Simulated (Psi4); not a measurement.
Psi4 1.11, B3LYP/def2-svpd, scf_type pk: Al(Me)(OH)2 ([CH3][Al]([OH])[OH]), 9 atoms. The geometry is a generated start, not checked to be a minimum at this level.

| Quantity | Result |
|---|---|
| task | energy |
| method | b3lyp |
| basis | def2-svpd |
| memory | 7 GB |
| e_convergence | 1e-08 |
| d_convergence | 1e-07 |
| guess | auto, which took SAD (default) |
| diis_max_vecs | 10 (default) |
| scf_initial_accelerator | adiis (default) |
| dft_radial_points | 75 (default) |
| dft_spherical_points | 302 (default) |
| basis functions | 130 |
| grid points | 196078 |

```xyz
9

Al     0.4244     0.3835     0.0436
C     -1.0776    -0.9198    -0.0996
H     -0.7505    -1.8342    -0.5893
H     -1.9066    -0.5078    -0.6679
H     -1.4450    -1.2070     0.8828
O      0.2817     1.8200    -0.7507
H      0.2628     2.6443    -1.2103
O      1.7427    -0.0358     0.9368
H      2.4680    -0.3433     1.4546
```
Charge 0, spin multiplicity 1.

The reference run uses exact four-centre integrals (scf_type = pk). Single runs; times are not shown.

Settings tried, all else as in the reference:
- scf_type = mem_df
- scf_type = dfdirj+link
- scf_type = cd, cholesky_tolerance = 0.01
- scf_type = cd, cholesky_tolerance = 1e-06
- scf_type = dfdirj+cosx, cosx_radial_points_final = 75, cosx_spherical_points_final = 302
- scf_type = cd, cholesky_tolerance = 1e-05
- scf_type = dfdirj+cosx, cosx_radial_points_final = 25, cosx_spherical_points_final = 50
- scf_type = cd, cholesky_tolerance = 0.001
- scf_type = dfdirj+cosx
- scf_type = dfdirj+snlink
- scf_type = cd, cholesky_tolerance = 0.0001 (default)
- scf_type = dfdirj+cosx, cosx_radial_points_final = 50, cosx_spherical_points_final = 194

Question: Sort the settings: which keep to the reference within 1.0 meV/atom in energy, and which don't?

Answer: Within it: scf_type = cd, cholesky_tolerance = 1e-06; scf_type = cd, cholesky_tolerance = 1e-05; scf_type = mem_df; scf_type = dfdirj+cosx, cosx_radial_points_final = 75, cosx_spherical_points_final = 302; scf_type = dfdirj+cosx, cosx_radial_points_final = 50, cosx_spherical_points_final = 194; scf_type = dfdirj+link; scf_type = dfdirj+snlink; scf_type = dfdirj+cosx. At the edge (between 0.75 and 1.33 times the tolerance): scf_type = dfdirj+cosx, cosx_radial_points_final = 25, cosx_spherical_points_final = 50; scf_type = cd, cholesky_tolerance = 0.0001 (default). Outside: scf_type = cd, cholesky_tolerance = 0.001; scf_type = cd, cholesky_tolerance = 0.01.

```csv
setting,energy against the reference
"scf_type = cd, cholesky_tolerance = 1e-06",−0.023 meV/atom
"scf_type = cd, cholesky_tolerance = 1e-05",−0.073 meV/atom
scf_type = mem_df,−0.12 meV/atom
"scf_type = dfdirj+cosx, cosx_radial_points_final = 75, cosx_spherical_points_final = 302",−0.21 meV/atom
"scf_type = dfdirj+cosx, cosx_radial_points_final = 50, cosx_spherical_points_final = 194",−0.23 meV/atom
scf_type = dfdirj+link,−0.24 meV/atom
scf_type = dfdirj+snlink,−0.25 meV/atom
scf_type = dfdirj+cosx,−0.28 meV/atom
"scf_type = dfdirj+cosx, cosx_radial_points_final = 25, cosx_spherical_points_final = 50",−0.75 meV/atom
"scf_type = cd, cholesky_tolerance = 0.0001 (default)",−0.98 meV/atom
"scf_type = cd, cholesky_tolerance = 0.001",−1.5 meV/atom
"scf_type = cd, cholesky_tolerance = 0.01",−26 meV/atom
```

Total energies are compared; such shifts often cancel in part in energy differences. The DFDIRJ builders fit J, which adds its shift to that of exchange. Psi4 runs the final COSX grid once, on the density of the start grid. Also tried and not ranked: scf_type = direct (same energy as a listed run). The tolerance is a choice made for this comparison.
